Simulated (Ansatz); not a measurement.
# Hypothetical Cmcm AlCrB, response to strain

The parent structure is AlCrB (space group Cmcm, No. 63; a = 3.001 Å, b = 13.897 Å, c = 2.967 Å; non-magnetic; a hypothetical phase, not in the database extracts checked). Axes: x, y, z lie along a, b, c of the conventional cell.

Strains are applied to the cell and any free atomic positions relax; under stress the whole cell relaxes.

Levels (all Ansatz, a program for electronic structure, PAW): PBE (420 eV, scalar-relativistic without spin-orbit coupling); PBEsol (420 eV, no SOC).

The base cell above is that of PBE; each level relaxes its own structures.

Notes on the quantities. energy relative to the base: free energy F.

```json
[
 {"case": "isotropic strain −5.96 %", "energy relative to the base, PBE": "+0.240 eV/atom", "energy relative to the base, PBEsol": "+0.247 eV/atom"},
 {"case": "uniaxial strain ε_yy = +2.40 %", "energy relative to the base, PBE": "+4.5 meV/atom", "energy relative to the base, PBEsol": "+4.5 meV/atom"},
 {"case": "uniaxial strain ε_zz = +4.89 %", "energy relative to the base, PBE": "+27 meV/atom", "energy relative to the base, PBEsol": "(withheld)"},
 {"case": "uniaxial stress, 0.5 GPa tension along x", "energy relative to the base, PBE": "0.0 meV/atom", "energy relative to the base, PBEsol": "(withheld)"}
]
```

### Question
Complete the table.

### Answer

- uniaxial strain ε_zz = +4.89 %, energy relative to the base, PBEsol: +28 meV/atom
- uniaxial stress, 0.5 GPa tension along x, energy relative to the base, PBEsol: 0.0 meV/atom

The two levels differ by at most about 7.0 meV/atom. They put the cases in the same order.

Without a gap, meshes like the base's 12×12×12 leave anisotropic stresses uncertain by several tenths of a GPa, and small strain energies with them. Stability under load was not tested beyond the relaxation. Seeded moments were not kept for the base. The final runs are not spin-polarised.
